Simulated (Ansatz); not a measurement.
Reference: InSe (P6_3/mmc), PBEsol+D3BJ, rigid bands (plane waves, PAW, scalar-relativistic; Ansatz, an electronic-structure program); axes and stresses refer to this cell.

```xyz
8
Lattice="3.9528 0.0000 0.0000 -1.9764 3.4232 0.0000 0.0000 0.0000 16.3097" Properties=species:S:1:pos:R:3 pbc="T T T"
In     0.0000     2.2822     5.4523
In     1.9764     1.1411    10.8575
In     1.9764     1.1411    13.6071
In     0.0000     2.2822     2.7026
Se     0.0000     2.2822     9.5635
Se     1.9764     1.1411     6.7462
Se     1.9764     1.1411     1.4087
Se     0.0000     2.2822    14.9010
```

The electron mass along x is 0.119 mₑ, the electron conductivity mass is 0.082 mₑ and the Seebeck coefficient, n-type 1e19 cm⁻³ comes out as -59 μV/K.

Change: functional r2SCAN on the same cell. What happens to electron mass along x, electron conductivity mass, Seebeck coefficient, n-type 1e19 cm⁻³?

electron mass along x grows to 0.150 mₑ; electron conductivity mass increases to 0.121 mₑ; Seebeck coefficient, n-type 1e19 cm⁻³ grows in size to -78 μV/K.

Masses are for dilute carriers at 300 K, harmonic means over directions unless an axis is named. Seebeck coefficients are for the stated density at 300 K, with one relaxation time for all states and whether or not that doping can be reached. Spin-orbit coupling is left out unless a row names it. 

PBEsol with a dispersion correction tends to overbind, so the cell can be several per cent short, in bad cases over ten, which usually narrows a gap: InSe (P6_3/mmc).
